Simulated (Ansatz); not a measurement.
Base system: Cu in the fcc (Cu type) structure (space group Fm-3m, No. 225; relaxed with 0.1 eV smearing).

```yaml
crystal:
  lattice:
    - [0.00000, 1.78189, 1.78189]
    - [1.78189, 0.00000, 1.78189]
    - [1.78189, 1.78189, 0.00000]
  atoms:
    - { symbol: Cu, position: [0.00000, 0.00000, 0.00000] }
```

Cartesian axes are those of the cell as printed.

Calculations: PBEsol (Ansatz, a first-principles code; PAW; 420 eV plane waves; no spin-orbit coupling).

Now apply this change: uniaxial strain ε_zz = +1.50 %, all other strain components held at zero, atoms relaxed at fixed cell.

Predict the new stress and energy relative to the base.

The stress (xx, yy, zz, yz, xz, xy; compression positive) comes out as (-2.1, -2.1, -3.0, 0.0, 0.0, 0.0) GPa; the energy grows by 1.6 meV/atom.

Stability against distortions was not tested. All final runs are without spin polarisation.
